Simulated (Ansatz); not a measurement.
# What pressure 7.5 GPa does to Rb

Take Rb in the bcc (W type) structure (space group Im-3m, No. 229; a = 5.571 Å) as the base.

Modification: cell and atoms relaxed at a pressure of 7.5 GPa.

The values are results of PBEsol in Ansatz (plane waves to 420 eV, PAW, no spin-orbit coupling), not measurements. Settings: 12×12×12 k-points, 0.05 eV Fermi–Dirac smearing.

The volume per atom shrinks by 44.84 Å³ (86.46 Å³ → 41.62 Å³) and the density goes up by 1.77 g/cm³, from 1.64 g/cm³ to 3.41 g/cm³. The lattice parameter a decreases by 1.205 Å (5.571 Å → 4.366 Å) and the enthalpy H = E + PV relative to the base's energy is +2.57 eV/atom. The band gap is still zero.

Final structure:

```
Rb
1.0
   -2.18314     2.18314     2.18314
    2.18314    -2.18314     2.18314
    2.18314     2.18314    -2.18314
Rb
1
Direct
  0.00000   0.00000   0.00000
```

Load acts through the strain it causes; cell and atoms are relaxed under it. No phonon test of stability was made. All final runs are without spin polarisation. Measured, Rb leaves this structure (for fcc) near 7 GPa (temperature not stated; as listed in Olga Degtyareva, NATO science for peace and security series. B, Physics and biophysics (2010)).

Ansatz is a program for electronic structure.
